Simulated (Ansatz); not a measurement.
# SiGe (model structure, I-4m2, No. 119, 10 atoms in the cell): band gap by level of theory

No measured value is used here.

| level (code) | value (eV) | cell (Å³/atom) |
|---|---|---|
| LDA (Ansatz) | 0.22 (direct) | 20.86 |
| PBEsol+SOC (Ansatz) | 0.16 (direct) | 21.34 |
| r²SCAN+SOC (Ansatz) | 0.44 (direct) | 21.34 |
| HSE06 (Ansatz) | 0.84 (direct) | 21.34 |
| PBE0 (Ansatz) | 1.45 (direct) | 21.34 |

Computed values are for a static lattice. Spin–orbit coupling is included only where a level's name says +SOC; with heavier elements it mostly lowers gaps and can invert bands.  PBEsol+SOC, r²SCAN+SOC: the gap is read on the k mesh or supercell of the run alone and can be too large. Values are at the PBEsol cell; LDA at the level's own equilibrium cell. Cutoffs and k meshes differ between the levels. Ansatz's density-functional and Hartree–Fock values are scalar-relativistic unless marked +SOC, with PAW data made under PBE.

A model structure was made by putting elements into a prototype or built by hand; it is no filed structure, need not be a known phase, and can be a saddle point held by its symmetry.

Ansatz is a first-principles code.
